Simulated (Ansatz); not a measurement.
Start from HgTe in the zinc blende structure (space group F-43m, No. 216; a = 6.651 Å).

Method: PBE/PAW in Ansatz (an electronic-structure program), no SOC, earlier PAW set.

Before the change:

```
Item                   Value
-------------------  -------
Band gap                zero
Lattice parameter a  6.651 Å
```

The change: a hydrostatic pressure of 60 GPa.

Q: How does this affect the band gap and lattice parameter a?

A: The band gap becomes 0.29 eV (base: zero); the lattice parameter a shrinks by 1.009 Å to 5.642 Å.

With Hg and Te present, leaving out spin-orbit coupling can change the band edges. Load acts through the strain it causes; cell and atoms are relaxed under it. Whether these cells are dynamically stable was not tested. Tetrahedral semiconductors of this kind turn to denser phases somewhere between about 1 and 50 GPa; those were not computed, so compressed cells here can lie past the real transition. The final runs are not spin-polarised. The zero or small gap of HgTe can change with the level of theory.
